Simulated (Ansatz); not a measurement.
Worked calculations on one periodic cell of amorphous Si30N42Mg3: Si30N42Mg3, 75 atoms, volume 839.6 Å³, made by a melt-quench on the CHGNet potential and relaxed with DFT. N atoms were pushed apart under 1.9 Å during the dynamics, to hinder bonds among them. It is a model cell: composition and starting density were chosen by hand, and all elements were melted together. Cycles of charging were run to anneal it. Method: PBE, scalar-relativistic without spin-orbit coupling (plane waves to 420 eV, PAW; Ansatz, a first-principles code). Sampling: a 2×2×2 Γ-centred mesh; Fermi-Dirac width 0.02 eV; no spin polarisation. Its volume was held where the quench left it, its shape was free, and it stands at a mean pressure of 1.8 GPa with stress components up to 2.0 GPa; the relaxation ran on the zone centre alone. Its density went from a set 2.97 to 2.97 g/cm³. The cell is small and was quenched far faster than a real film, so it is one sample of the glass.

Problem. Count formal charges (Si +4, N -3, Mg +2). What does the count lead one to expect at the Fermi level, and what does the calculation give?

Solution. 30 × (+4) + 42 × (-3) + 3 × (+2) = 0. The charges balance, so the anion-derived valence states can be full and a gap can open. On this mesh the highest filled and lowest empty level lie 2.75 eV apart, the PBE gap of this cell.

Four energies for an added electron at PBE on the zone centre alone (charged cells in a uniform background, spin-polarised): neutral at the neutral geometry -41032.298 eV; charged at the neutral geometry -41022.209 eV; charged and relaxed -41022.602 eV; neutral at the charged geometry -41031.543 eV.

Problem. Find the two relaxation energies and their sum, the reorganisation energy.

Solution. On charging: -41022.209 − (-41022.602) = 0.393 eV. On discharging: -41031.543 − (-41032.298) = 0.755 eV. The sum is 1.148 eV. The carrier's level spreads over 5 of the 75 atoms' worth, so it counts as localised, most on one Si atom with neighbours N 1.75 Å, N 1.81 Å, N 1.88 Å, N 1.92 Å, N 2.18 Å (neutral geometry). The values are uncorrected: the image energy of a point charge in this cell, 2.84 × 14.40 / (2 × 9.4) = 2.2 eV before screening, is screened by electrons alone at the fixed geometry and by ions too after relaxing, and the carrier can be spread before it relaxes, so each term can be off by up to that value times 1/ε∞, some tenths of an eV. PBE's self-interaction favours spread-out carriers, so a hybrid can localise more.
